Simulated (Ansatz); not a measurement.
The reference is MgO in the rock salt structure (space group Fm-3m, No. 225).

```
MgO
1.0
    0.00000     2.10705     2.10705
    2.10705     0.00000     2.10705
    2.10705     2.10705     0.00000
Mg O
1 1
Cartesian
  0.00000   0.00000   0.00000
  2.10705   2.10705   2.10705
```

Level of theory: Ansatz (an electronic-structure program), PBEsol, PAW, cutoff 420 eV, scalar-relativistic without spin-orbit coupling.

For the base:

| Quantity | Value |
|---|---|
| Volume per atom | 9.35 Å³ |

Perturbation: hydrostatic tension (pressure −2 GPa).

**Question.** What does the calculation give for the volume per atom after the change?

**Answer.** The volume per atom rises by 0.123 Å³, from 9.35 Å³ to 9.48 Å³.

Load acts through the strain it causes; cell and atoms are relaxed under it. Whether these cells are dynamically stable was not tested.
